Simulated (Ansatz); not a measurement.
This concerns the energy of the reaction as written. Reaction: 3 cell B → cell A. The sign is products less reactants.

Cell A: a sheet of composition Ru3, 3 atoms, hexagonal cell of 4.79 Å (19.9 Å²), symmetry P6/mmm, 0.0 Å thick under 16 Å of vacuum, in-plane vectors relaxed; planes from bottom to top: Ru3, all atoms in one plane; a model cell; spin state with PBE: parallel moments, net moment 1.3 μB a cell, k-point mesh 18×18×1.
```
Ru
1.0
    4.79114     0.00000     0.00000
   -2.39557     4.14925     0.00000
    0.00000     0.00000    16.00000
Ru
3
Cartesian
  2.39557   0.00000   8.00000
 -1.19778   2.07462   8.00000
  1.19778   2.07462   8.00000
```

Cell B: a sheet of composition Ru, 1 atom, hexagonal cell of 2.54 Å (5.6 Å²), symmetry P6/mmm, 0.0 Å thick under 16 Å of vacuum, in-plane vectors relaxed; planes from bottom to top: Ru; a model cell; spin state with PBE: net moment 1.0 μB a cell, k-point mesh 30×30×1.
```xyz
1
Lattice="2.5420 0.0000 0.0000 -1.2710 2.2014 0.0000 0.0000 0.0000 16.0000" Properties=species:S:1:pos:R:3 pbc="T T T"
Ru     0.0000     0.0000     8.0000
```

Plane-wave PAW calculations with Ansatz (a quantum-chemistry and plane-wave program), its default PAW set, cutoff 420 eV. The structures are at rest with PBE. Neutral cells; Fermi-Dirac smearing of at most 0.10 eV in the solids, energies taken to zero width. A dispersion term (D3(BJ), or D4 for r2SCAN) was computed beside these levels and is taken off wherever the name lacks it. Static lattices, no vibrational contributions. Spin states are those reached from the starting moments, not proven ground states. The cells' k-point meshes differ in density, so the last digit is unsettled. Small moments in a metal shrink under a smearing of 0.1 eV, so the spin state is less sure. Cell A has symmetry P6/mmm and got no random move, so less symmetric positions, which may lie lower, weren't tried. Cell B has symmetry P6/mmm and got no random move, so less symmetric positions, which may lie lower, weren't tried.

Q: Predict the value from PBE.

A: 1.84 eV, for 3 cell B → cell A.
